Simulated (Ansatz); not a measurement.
Base system: InSb in the zinc blende structure (space group F-43m, No. 216; a = 6.5189 Å). Axes: x, y, z lie along the cube axes.

Computed with Ansatz (a quantum-chemistry and plane-wave program), PBEsol, PAW, cutoff 420 eV, no spin-orbit coupling.

Base values:

```
Item                            Result
-----------------------------  -------
Pressure                       0.0 GPa
Shortest interatomic distance  2.823 Å
```

One thing is altered: compressive biaxial strain of 2.50 % in the plane normal to [001], as in epitaxy on a mismatched substrate; the out-of-plane cell vector and the atoms relax.

Q: How does this affect the energy relative to the base?

A: The energy goes up by 8.3 meV/atom.

Q: Predict the new pressure.

A: The pressure (mean of the normal stresses, compression positive) goes from zero to 1.0 GPa.

Q: What does the calculation give for the shortest interatomic distance after the change?

A: The shortest interatomic distance shrinks by 0.021 Å, from 2.823 Å to 2.802 Å.

No phonon test of stability was made. The final runs are not spin-polarised.
